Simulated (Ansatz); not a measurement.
The reference is GaSb in the zinc blende structure (space group F-43m, No. 216; a = 6.132 Å). Axes: x, y, z lie along the cube axes.

Calculations: DFT with r2SCAN, PAW potentials and a 500 eV plane-wave cutoff in Ansatz (a program for electronic structure), spin-orbit coupling left out.

Strains are applied to the cell and any free atomic positions relax.

One change was made to it. Results:

| quantity | base | after |
|---|---|---|
| energy relative to the base (free energy F) | 0 meV/atom | +2.0 meV/atom |
| valence-band top at Γ (three highest levels, from the VBM) | 0.00, 0.00, 0.00 eV | 0.00, -0.10, -0.18 eV |
| gap character | direct at Γ | direct at Γ |

Which of these changes matches the shifts?
A) tensor shear ε_xy = +1.71 %
B) tensor shear ε_xy = +1.14 %
C) tensor shear ε_xy = +2.00 %

B, tensor shear ε_xy = +1.14 %. For comparison, the energy relative to the base in the other runs: tensor shear ε_xy = +1.71 % gives +4.6 meV/atom; tensor shear ε_xy = +2.00 % gives +6.3 meV/atom.

Spin-orbit coupling, missing from the scalar runs, can matter with Sb. Stability against distortions was not tested. The zero or small gap of GaSb under tensor shear ε_xy = +1.71 % and GaSb under tensor shear ε_xy = +2.00 % can change with the level of theory. Labels are those of the standard path for the cell's own space group.
